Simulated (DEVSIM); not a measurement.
Structure: abrupt GaAs p-n junction, at 300 K.

```csv
layer (left to right),material,thickness (μm),Nd (cm⁻³),Na (cm⁻³),τn (s),τp (s)
1,GaAs,2.70,-,2.9e16,6.3e-10,6.3e-10
2,GaAs,140,4.5e16,-,6.3e-10,1.9e-9
```

Left contact: ohmic. Right contact: ohmic. Voltage is applied to the left contact. Recombination: SRH at mid-gap, radiative, Auger. Mobility is μmin + (μ − μmin)/(1 + (N/Nref)^α).

The device is made up for the run: typed textbook-type constants, with dimensions and the other settings drawn at random. Values at 300 K.

| parameter | GaAs |
|---|---|
| gap (eV) | 1.424 |
| affinity (eV) | 4.07 |
| permittivity | 12.9 |
| Nc (cm⁻³) | 4.7e17 |
| Nv (cm⁻³) | 9e18 |
| μn (cm²/Vs) | 8500 |
| μp (cm²/Vs) | 400 |
| μn,min | 500 |
| μp,min | 20 |
| Nref,n | 6e16 |
| Nref,p | 1.5e17 |
| αn | 0.39 |
| αp | 0.38 |
| B (cm³/s) | 2e-10 |
| Cn (cm⁶/s) | 1e-30 |
| Cp (cm⁶/s) | 1e-30 |

Simulated with DEVSIM: 1D drift-diffusion, Boltzmann statistics, complete ionisation; no tunnelling, impact ionisation, image-force lowering or self-heating.

### Question
Tabulate band edges, carrier densities and field at 1.05 V on the left contact.

### Answer
Energies count from the Fermi level of the right contact; mesh points crowd at the junctions.

| x (μm) | Ec (eV) | Ev (eV) | n (cm⁻³) | p (cm⁻³) | field (V/cm) |
|---|---|---|---|---|---|
| 0.000 | 0.226 | -1.198 | < 1e2 | 2.9e16 | ≈ 0 |
| 0.04487 | 0.226 | -1.198 | 9.8e11 | 2.9e16 | ≈ 0 |
| 0.1721 | 0.226 | -1.198 | 3.8e12 | 2.9e16 | ≈ 0 |
| 0.5109 | 0.226 | -1.198 | 1.1e13 | 2.9e16 | ≈ 0 |
| 1.840 | 0.226 | -1.198 | 4.3e13 | 2.9e16 | ≈ 0 |
| 2.413 | 0.226 | -1.198 | 5.9e13 | 2.9e16 | ≈ 0 |
| 2.614 | 0.220 | -1.204 | 8.1e13 | 2.3e16 | -2200 |
| 2.696 | 0.137 | -1.287 | 2.0e15 | 9.3e14 | -23000 |
| 2.735 | 0.075 | -1.349 | 2.3e16 | 8.3e13 | -7900 |
| 2.846 | 0.058 | -1.367 | 4.5e16 | 3.9e13 | -40 |
| 3.148 | 0.057 | -1.367 | 4.5e16 | 2.9e13 | ≈ 0 |
| 4.646 | 0.058 | -1.367 | 4.5e16 | 7.5e12 | ≈ 0 |
| 8.367 | 0.058 | -1.366 | 4.5e16 | 2.6e11 | ≈ 0 |
| 19.12 | 0.058 | -1.366 | 4.5e16 | 1.6e7 | ≈ 0 |
| 68.52 | 0.059 | -1.365 | 4.5e16 | < 1e2 | ≈ 0 |
| 116.4 | 0.060 | -1.364 | 4.5e16 | < 1e2 | ≈ 0 |
| 133.6 | 0.060 | -1.364 | 4.5e16 | < 1e2 | ≈ 0 |
| 139.4 | 0.061 | -1.363 | 4.5e16 | < 1e2 | ≈ 0 |
| 141.9 | 0.061 | -1.363 | 4.5e16 | < 1e2 | ≈ 0 |
| 142.4 | 0.061 | -1.363 | 4.5e16 | < 1e2 | ≈ 0 |
| 142.6 | 0.061 | -1.363 | 4.5e16 | < 1e2 | ≈ 0 |
| 142.7 | 0.061 | -1.363 | 4.5e16 | < 1e2 | ≈ 0 |
